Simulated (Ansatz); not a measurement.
Levels about the gap of amorphous IGZO (In6Ga6Zn14O32) (58 atoms in a cell of 750 Å³, 5.61 g/cm³; zone centre alone, so wide bands show as single levels with stretches between that a denser mesh fills), at the geometry that PBE relaxed, where it gives 0.2 GPa on a denser mesh. The participation number counts the atoms over which a state spreads; weights are charges in smoothed Voronoi cells. The levels come from a single point, so bond lengths are those of that geometry. Method of the levels: r2SCAN, scalar-relativistic without spin-orbit coupling (Ansatz, an electronic-structure program). Sampling: the zone centre alone; Fermi-Dirac width 0.02 eV; no spin polarisation. At PBE the levels at the filled edge of the gap are localised (band-tail or defect states).

Preparation: random packing, a CHGNet melt and quench, and a DFT relaxation. O atoms were pushed apart under 1.9 Å during the dynamics, to hinder bonds among them. The hot cell started wider than the set density and was brought back towards it in steps. It is the lowest in DFT energy of 2 quenches. It is a model cell: composition and starting density were chosen by hand, and all elements were melted together. No dispersion term was used. Its density started from a set value of 5.79 and ended at 5.61 g/cm³. The quench (nominally 170 K/ps over its main leg) was far faster than any real one, so the model tends to hold more defects than a real film. One small periodic cell is one sample of the glass; other quenches scatter about these values. The volume was free in the relaxation, at fixed shape. Stress components on the final sampling reach 2.4 GPa.

```csv
"E - E(highest filled), eV",filling,participation number,largest on,weight O,weight In,weight Zn,weight Ga
-0.65,filled,21.5,"O, 3 neighbours",0.83,0.01,0.15,0.01
-0.53,filled,21.5,"O, 3 neighbours",0.79,0.01,0.19,0.01
-0.51,filled,17.0,"O, 4 neighbours",0.80,0.01,0.18,0.01
-0.45,filled,17.3,"O, 4 neighbours",0.78,0.01,0.21,0.01
-0.36,filled,13.8,"O, 3 neighbours",0.80,0.01,0.18,0.01
-0.15,filled,14.3,"O, 4 neighbours",0.76,0.01,0.22,0.00
0.00,filled,8.8,"O, 3 neighbours",0.77,0.01,0.22,0.01
1.04,empty,53.3,"In, 5 neighbours",0.48,0.17,0.26,0.09
3.77,empty,22.0,"In, 5 neighbours",0.56,0.31,0.10,0.03
3.87,empty,22.5,"In, 5 neighbours",0.56,0.25,0.15,0.04
4.23,empty,38.4,"In, 5 neighbours",0.55,0.20,0.15,0.10
4.35,empty,36.4,"In, 6 neighbours",0.55,0.19,0.19,0.08
4.48,empty,35.9,"Zn, 4 neighbours",0.55,0.17,0.25,0.03
4.61,empty,37.6,"Zn, 4 neighbours",0.56,0.07,0.27,0.10
```

Most localised among these is the filled level at +0.00 eV, on a O atom, which has 3 neighbours (Zn 1.87 Å, Zn 1.89 Å, Zn 1.99 Å).
